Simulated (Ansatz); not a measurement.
The reference is SiO$_{2}$ (space group P3_221, No. 154; a = 4.9490 Å, c = 5.4415 Å).

All numbers come from Ansatz (a first-principles code), PBEsol, PAW, cutoff 420 eV, without spin-orbit coupling.

Strains are applied to the cell and any free atomic positions relax.

One change was made to it. Results:

```tsv
quantity	base	after
energy relative to the base (free energy F)	0 meV/atom	+2.4 meV/atom
pressure (mean of the normal stresses, compression positive)	0.1 kbar	-12.4 kbar
largest internal atomic displacement	–	0.116 Å
```

Task: Which of these changes matches the shifts?
A. isotropic strain +1.50 %
B. isotropic strain +0.75 %
C. isotropic strain +2.25 %

Result: A, isotropic strain +1.50 %. For comparison, the energy relative to the base in the other runs: isotropic strain +2.25 % gives +5.1 meV/atom; isotropic strain +0.75 % gives +0.6 meV/atom.

No phonon test of stability was made.
